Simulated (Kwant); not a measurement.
System: In0.53Ga0.47As/In0.52Al0.48As stack with 1 barrier. One parabolic valley. Leads of mass 0.041 mₑ with the band edge at 0; grid 0.1 nm; bias 0 V, dropping linearly over the stack.

```
layer  thickness (nm)  band offset (eV)  mass (mₑ)
-----  --------------  ----------------  ---------
1                 2.7              0.52      0.075
```

The device is made up for the run: typed textbook-type constants, with dimensions and the other settings drawn at random.

Computed with Kwant: one-band effective-mass tight-binding model in one dimension, coherent, no space charge.

| E (eV) | A | B | C | D | E |
|---|---|---|---|---|---|
| 0.002600 | 0.00063 | 0.0062 | 6.8e-5 | 0.00023 | 0.0017 |
| 0.02228 | 0.0054 | 0.049 | 0.00061 | 0.0020 | 0.015 |
| 0.05180 | 0.013 | 0.10 | 0.0015 | 0.0048 | 0.033 |
| 0.07148 | 0.017 | 0.13 | 0.0022 | 0.0068 | 0.044 |
| 0.1010 | 0.025 | 0.17 | 0.0034 | 0.010 | 0.061 |
| 0.1305 | 0.033 | 0.21 | 0.0049 | 0.014 | 0.077 |
| 0.1502 | 0.038 | 0.23 | 0.0060 | 0.017 | 0.088 |
| 0.1797 | 0.047 | 0.25 | 0.0079 | 0.021 | 0.10 |
| 0.2092 | 0.056 | 0.28 | 0.010 | 0.026 | 0.12 |
| 0.2289 | 0.063 | 0.29 | 0.012 | 0.030 | 0.13 |
| 0.2585 | 0.074 | 0.31 | 0.016 | 0.037 | 0.15 |
| 0.2880 | 0.085 | 0.33 | 0.020 | 0.044 | 0.16 |
| 0.3077 | 0.093 | 0.34 | 0.023 | 0.050 | 0.17 |
| 0.3372 | 0.11 | 0.36 | 0.029 | 0.060 | 0.19 |
| 0.3667 | 0.12 | 0.38 | 0.037 | 0.071 | 0.21 |
| 0.3864 | 0.13 | 0.39 | 0.043 | 0.080 | 0.22 |
| 0.4159 | 0.15 | 0.40 | 0.055 | 0.095 | 0.24 |
| 0.4454 | 0.17 | 0.42 | 0.069 | 0.11 | 0.26 |

Problem. Column A is the base. The others each differ by one change: thickness of the first barrier 2.7 → 1.6 nm; thickness of the first barrier 2.7 → 2.2 nm; thickness of the first barrier 2.7 → 3.2 nm; thickness of the first barrier 2.7 → 3.8 nm. Which is which?

Solution. B: thickness of the first barrier 2.7 → 1.6 nm; C: thickness of the first barrier 2.7 → 3.8 nm; D: thickness of the first barrier 2.7 → 3.2 nm; E: thickness of the first barrier 2.7 → 2.2 nm.
